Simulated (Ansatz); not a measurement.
Consider Cu in the fcc (Cu type) structure (space group Fm-3m, No. 225; relaxed with 0.1 eV smearing).

```xyz
1
Lattice="0.0000 1.7884 1.7884 1.7884 0.0000 1.7884 1.7884 1.7884 0.0000" Properties=species:S:1:pos:R:3 pbc="T T T"
Cu     0.0000     0.0000     0.0000
```

Cartesian axes are those of the cell as printed.

The values are results of Ansatz (a quantum-chemistry and plane-wave program), r2SCAN, PAW, cutoff 500 eV, spin-orbit coupling left out, not measurements.

Strains are applied to the cell and any free atomic positions relax.

One change was made to it. Results:

| quantity | base | after |
|---|---|---|
| energy relative to the base (free energy F) | 0 meV/atom | +0.7 meV/atom |
| pressure (mean of the normal stresses, compression positive) | 0.0 GPa | -1.6 GPa |

Which change produced these results?
A) uniaxial strain ε_zz = +3.00 %
B) uniaxial strain ε_zz = +2.00 %
C) uniaxial strain ε_zz = +1.00 %
D) uniaxial strain ε_zz = +2.50 %
E) uniaxial strain ε_zz = +1.50 %

C, uniaxial strain ε_zz = +1.00 %. For comparison, the pressure in the other runs: uniaxial strain ε_zz = +2.50 % gives -3.8 GPa; uniaxial strain ε_zz = +3.00 % gives -4.4 GPa; uniaxial strain ε_zz = +1.50 % gives -2.3 GPa; uniaxial strain ε_zz = +2.00 % gives -3.1 GPa.

Stability against distortions was not tested. The final runs are not spin-polarised.
